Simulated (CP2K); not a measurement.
Input and output of a self-consistent single point for InP (F-43m, 2 atoms in the cell) (CP2K).

Method of the run: PBE, GPW, DZVP-MOLOPT-SR-GTH basis, GTH-PBE potentials (GTH_POTENTIALS) in CP2K.

The change in words: lattice scaled by 0.98. Reference geometry:
```yaml
crystal:
  lattice:
    - [4.15072, 0.00000, 0.00000]
    - [2.07536, 3.59463, 0.00000]
    - [2.07536, 1.19821, 3.38905]
  atoms:
    - { symbol: In, position: [0.00000, 0.00000, 0.00000] }
    - { symbol: P, position: [0.25000, 0.25000, 0.25000] }
```

Reference input (self-consistent single point, DFT PBE, GPW, DZVP-MOLOPT-SR-GTH basis, GTH-PBE potentials (GTH_POTENTIALS)): CUTOFF = 500 Ry; REL_CUTOFF = 50 Ry; SMEAR/METHOD = FERMI_DIRAC; ELECTRONIC_TEMPERATURE = 232.09 K; KPOINTS/SCHEME = MONKHORST-PACK 7 7 7; XC_FUNCTIONAL = PBE; In/BASIS_SET = DZVP-MOLOPT-SR-GTH; In/POTENTIAL = GTH-PBE-q13; P/BASIS_SET = DZVP-MOLOPT-SR-GTH; P/POTENTIAL = GTH-PBE-q5; METHOD = GPW; EPS_DEFAULT = 1e-10. This run's input differs from it in these lines:

```diff
@@ -63,5 +63,5 @@
     &CELL
-      A 4.15071700 0.00000000 0.00000000
-      B 2.07535800 3.59462600 0.00000000
-      C 2.07535800 1.19820900 3.38904600
+      A 4.06770200 0.00000000 0.00000000
+      B 2.03385100 3.52273400 0.00000000
+      C 2.03385100 1.17424500 3.32126500
       PERIODIC XYZ
```

Log, with long lists cut:

```
 SCF WAVEFUNCTION OPTIMIZATION

  Step     Update method      Time    Convergence         Total energy    Change
     1 NoMix/Diag. 0.20E+00      -     1.48996337       -63.0319781952 -6.30E+01
     2 Broy./Diag. 0.20E+00      -     0.04234117       -62.8949424950  1.37E-01
     3 Broy./Diag. 0.20E+00      -     0.14352914       -62.8774497484  1.75E-02
     4 Broy./Diag. 0.20E+00      -     0.00955930       -62.8962264632 -1.88E-02
     5 Broy./Diag. 0.20E+00      -     0.00674094       -62.9142943619 -1.81E-02
     6 Broy./Diag. 0.20E+00      -     0.00086563       -62.9172016296 -2.91E-03
   [... 5 lines left out ...]
    12 Broy./Diag. 0.20E+00      -     0.00000391       -62.9177970818  1.16E-05
    13 Broy./Diag. 0.20E+00      -     0.00000129       -62.9177942134  2.87E-06
    14 Broy./Diag. 0.20E+00      -     0.00000105       -62.9177916681  2.55E-06
    15 Broy./Diag. 0.20E+00      -     0.00000059       -62.9177899363  1.73E-06
  *** SCF run converged in    15 steps ***

  Overlap energy of the core charge distribution:               0.00000000029324
  Self energy of the core charge distribution:               -106.35184076003340
  Core Hamiltonian energy:                                     31.77568837596613
  Hartree energy:                                              20.82969627265387
  Exchange-correlation energy:                                 -9.17133382522181
  Electronic entropic energy:                                  -0.00000000000001
  Fermi energy:                                                 0.21803617851009

  Total energy:                                               -62.91778993634197
  Total energy (extrapolated to T->0):                        -62.91778993634196

   [... lines left out ...]

 STRESS| Analytical stress tensor [bar]
 STRESS|                        x                   y                   z
 STRESS|      x        8.75643487623E+04  -7.46401434862E-01  -5.27784644537E-01
 STRESS|      y       -7.46401434862E-01   8.75650296263E+04  -2.88042166913E-01
 STRESS|      z       -5.27784644537E-01  -2.88042166913E-01   8.75653346856E+04
 STRESS| 1/3 Trace                                             8.75649043581E+04
```

The run converged in 15 iterations. Against the reference run the free energy rises by 55.7 meV/atom, the pressure goes from 3.52 to 8.76 GPa and the gap on the mesh goes from 0.655 to 0.985 eV.

The starting cell has typed, rounded lattice constants, without a prior relaxation at this level. For this run, on top of that: lattice scaled by 0.98. Values carry the incompleteness of an atom-centred basis. With a pressure of about 9 GPa the cell is away from its equilibrium volume at this level.

Cost on one core of a shared machine: roughly 30 s.
